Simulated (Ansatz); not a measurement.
Consider these faces of hcp Os, relaxed from ideal cuts in 1x1 cells: (0001), (10-10), (10-11), (10-12), (11-20), (11-21), (11-22), (11-23).

Level of theory: PBE (plane waves to 420 eV, PAW; Ansatz, a first-principles code).

Q: Rank these by surface energy (lowest first), as PBE gives it.

A: (0001) (2.96 J/m²), (10-10) (3.43 J/m²), (10-11) (3.47 J/m²), (10-12) (3.62 J/m²), (11-22) (3.81 J/m²), (11-23) (3.93 J/m²), (11-21) (3.98 J/m²), (11-20) (4.14 J/m²)
